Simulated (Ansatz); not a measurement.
Take La$_{2}$O$_{3}$ (space group P-3m1, No. 164; a = 3.940 Å, c = 6.188 Å) as the base.

All numbers come from PBE (Ansatz, an electronic-structure program; PAW; 420 eV plane waves; without spin-orbit coupling).

For the base:

The density comes out as 6.50 g/cm³ and the gap character comes out as indirect, L → M.

Now apply this change: cell and atoms relaxed at a pressure of 15 GPa.

Question: What happens to the density, electron mass and gap character?

Answer: The density rises by 0.774 g/cm³ (6.50 g/cm³ → 7.28 g/cm³); the electron mass amounts to 1.2 mₑ along c, 1.3 mₑ across (at K); the gap character becomes indirect, L → K (base: indirect, L → M).

Load acts through the strain it causes; cell and atoms are relaxed under it. Masses are band curvatures over ±0.01 Å⁻¹ around the edge. No phonon test of stability was made. No other phases were tried under pressure.
